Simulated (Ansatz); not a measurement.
**TiSi (model structure, started from the WC type, P-6m2, No. 187, 2 atoms in the cell): properties by level of theory**

```tsv
level (code)	lattice constant a (Å)	lattice parameter c (Å)
PBE (Ansatz)	(withheld)	4.208
PBEsol (Ansatz)	(withheld)	4.182
PBE-D3(BJ) (Ansatz)	2.817	(withheld)
```

Problem. Complete the blanks.

Solution. 
- PBE (Ansatz, an electronic-structure program), lattice constant a (Å): 2.871
- PBEsol (Ansatz), lattice constant a (Å): 2.836
- PBE-D3(BJ) (Ansatz), lattice parameter c (Å): 4.174

Ansatz's density-functional and Hartree–Fock values are scalar-relativistic unless marked +SOC, with PAW data made under PBE.

Static lattice: no zero-point or thermal effects.

A model structure was made by putting elements into a prototype or built by hand; it is no filed structure, need not be a known phase, and can be a saddle point held by its symmetry.
